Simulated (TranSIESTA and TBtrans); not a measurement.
Run with TranSIESTA and TBtrans (open boundaries, self-consistent; PseudoDojo norm-conserving potentials, scalar-relativistic): PAO.BasisSize DZP, PAO.EnergyShift 0.15 eV, XC.Authors PBE, Mesh.Cutoff 200 Ry, ElectronicTemperature 300 K, TS.Voltage 0.0 eV, TBT.Elecs.Eta 0.001 eV, no spin polarisation.

System: Sn chain with one S atom inserted. Leads: straight Sn chain, spacing 2.915 Å. Geometry: 3 atoms about the centre moved by SIESTA (PBE, DZP) to a largest force of 0.00 eV/Å, all others as built, motion along the axis alone.

Question: Predict: conductance at 300 K (G0 = 2e²/h); mean T from −0.5 to 0.5 eV.

Answer: conductance at 300 K (G0 = 2e²/h): 2.30; mean T from −0.5 to 0.5 eV: 2.13. The straight chain is held at its spacing; free chains may zigzag or dimerise. No spin-polarised start was tried, so a magnetic state, if there is one, is missed.
